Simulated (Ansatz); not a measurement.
A set of related cells and their band gap.

Cell A: GaP (zinc blende, F-43m), 2 atoms in the cell, k-point mesh 10×10×10 on the run's own vectors.
```
GaP
1.0
    0.00000     2.75286     2.75286
    2.75286     0.00000     2.75286
    2.75286     2.75286     0.00000
Ga P
1 1
Direct
  0.00000   0.00000   0.00000
  0.75000   0.75000   0.75000
```

Cell B: ZnS (zinc blende, F-43m), 2 atoms in the cell, k-point mesh 12×12×12 on the run's own vectors.
```xyz
2
Lattice="0.0000 2.7218 2.7218 2.7218 0.0000 2.7218 2.7218 2.7218 0.0000" Properties=species:S:1:pos:R:3 pbc="T T T"
Zn     0.0000     0.0000     0.0000
S      1.3609     1.3609     1.3609
```

Cell C: AlN (wurtzite, P6₃mc), 4 atoms in the cell, k-point mesh 12×12×8 on the run's own vectors.
```xyz
4
Lattice="3.1298 0.0000 0.0000 -1.5649 2.7105 0.0000 0.0000 0.0000 5.0174" Properties=species:S:1:pos:R:3 pbc="T T T"
Al     1.5649     0.9035     2.5049
Al     0.0000     1.8070     5.0136
N      1.5649     0.9035     4.4191
N      0.0000     1.8070     1.9104
```

All numbers come from Ansatz (a quantum-chemistry and plane-wave program), plane waves with PAW, its PAW set soft_1, cutoff 420 eV, 500 eV for r2SCAN. The structures are at rest with PBE; other levels are single points on them. HSE06 runs on coarser k-point meshes, which give the PBE gaps of the finer ones within 0.03 eV. Neutral cells; Fermi-Dirac smearing of at most 0.05 eV in the solids, energies taken to zero width. The lattices are those relaxed with PBE, so at other levels the solids can be strained, which adds to the spread. The runs are scalar-relativistic, without spin-orbit coupling. A dispersion term ran beside these levels; it doesn't touch the electrons. Gaps are highest filled to lowest empty Kohn-Sham level on the run's k-point mesh, states of defects and surfaces included; edges off the mesh make the true gap smaller, and under 0.08 eV counts as none.

Question: What does r2SCAN give for the band gap of each cell (eV)?

Answer: 
```tsv
cell	r2SCAN
A	1.90 (indirect)
B	2.56 (direct)
C	4.67 (direct)
```

With r2SCAN the value is lowest for A and highest for C.

Question: And at the other levels?

Answer: 
```
system            PBE  HSE06
------  -------------  -----
A       1.58 (direct)   2.31
B       2.01 (direct)   3.23
C       4.04 (direct)   5.39
```

With PBE the value is lowest for A and highest for C. With HSE06 the value is lowest for A and highest for C.
